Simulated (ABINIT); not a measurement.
A self-consistent single point of the (001) slab of Mg (cut from a parent of space group no. 194; 2 atoms in the cell) with ABINIT.

Level of theory: LDA (PW92), norm-conserving pseudopotentials (PseudoDojo nc-sr-04 LDA standard) (plane waves; ABINIT).

```
Mg
1.0
    3.20037     0.00000     0.00000
   -1.60018     2.77160     0.00000
    0.00000     0.00000    16.59721
Mg
2
Direct
  0.66667   0.33333   0.57824
  0.33333   0.66667   0.42176
```

Reference input (self-consistent single point, DFT, LDA (PW92), plane waves, norm-conserving pseudopotentials (PseudoDojo nc-sr-04 LDA standard)): pseudos = [Mg.upf]; ecut = 42 Ha; occopt = 3; tsmear = 0.00367493 Ha; ngkpt = 6 6 1; nshiftk = 1; shiftk = 0 0 0; potentials = PseudoDojo nc-sr-04 LDA standard; nband = 15; kptopt = 1; nstep = 80; toldfe = 1e-09 Ha. This run's input differs from it in these lines:

```diff
@@ -20,3 +20,3 @@
 kptopt 1
-ngkpt 6 6 1
+ngkpt 26 26 1
 nshiftk 1
```

The program printed (abridged):

```
--- !BeginCycle
solver: {iscf: 7, nstep: 80, nline: 4, wfoptalg: 0, }
tolerances: {toldfe: 1.00E-09, }
...

     iter   Etot(hartree)      deltaE(h)  residm     vres2
 ETOT  1  -118.34959896716    -1.183E+02 1.073E+00 4.902E+02
 ETOT  2  -118.53094147486    -1.813E-01 1.774E-03 6.417E+01
 ETOT  3  -118.53230926763    -1.368E-03 9.366E-04 3.143E+01
 ETOT  4  -118.53246400744    -1.547E-04 2.209E-04 1.150E+01
 ETOT  5  -118.53250300703    -3.900E-05 1.275E-04 2.946E+00
   [... 3 lines left out ...]
 ETOT  9  -118.53250982565     1.084E-08 8.488E-06 2.989E-03
 ETOT 10  -118.53250985617    -3.053E-08 1.245E-05 4.064E-04
 ETOT 11  -118.53250985673    -5.596E-10 1.090E-06 4.553E-06
 ETOT 12  -118.53250985677    -3.354E-11 7.547E-07 1.789E-07
 At SCF step   12, etot is converged :
  for the second time, diff in etot=  3.354E-11 < toldfe=  1.000E-09

 Cartesian components of stress tensor (hartree/bohr^3)
  sigma(1 1)=  5.18227617E-05  sigma(3 2)=  0.00000000E+00
  sigma(2 2)=  5.18227617E-05  sigma(3 1)=  0.00000000E+00
  sigma(3 3)=  5.83660529E-06  sigma(2 1)=  1.59882629E-14

 ----iterations are completed or convergence reached----

 reduced coordinates (array xred) for    2 atoms
       0.666666666681      0.333333333368      0.578242000000
       0.333333333348      0.666666666702      0.421758000000
 cartesian forces (eV/Angstrom) at end:
    1      0.00000000000000    -0.00000000000000    -0.05788200829003
    2     -0.00000000000000     0.00000000000000     0.05788200829003
 frms,max,avg= 3.3418193E-02 5.7882008E-02   0.000E+00  0.000E+00  0.000E+00 e/A
   [... lines left out ...]
 Fermi (or HOMO) energy (hartree) =  -0.05009   Average Vxc (hartree)=  -0.14271
 Fermi (or HOMO) energy (eV) =  -1.36290   Average Vxc (eV)=  -3.88345
   [... lines left out ...]
total_energy        : -1.18532509856766E+02
total_energy_eV     : -3.22543362560170E+03
band_energy         : -3.14046496068637E+01
...

-Cartesian components of stress tensor (GPa)         [Pressure= -1.0737E+00 GPa]
- sigma(1 1)=  1.52467803E+00  sigma(3 2)=  0.00000000E+00
- sigma(2 2)=  1.52467803E+00  sigma(3 1)=  0.00000000E+00
- sigma(3 3)=  1.71718827E-01  sigma(2 1)=  4.70390854E-10

 Calculation completed.
```

The run converged in 12 iterations. Against the reference run the free energy goes down by 49.9 meV/atom and the largest force goes from 0.178 to 0.058 eV/Å.

The starting cell has typed, rounded lattice constants, without a prior relaxation at this level. The slab is cut from that crystal, and its faces are unrelaxed. Its lattice was rescaled by up to half a per cent.

Cost on one core of a shared machine: roughly 10 min.
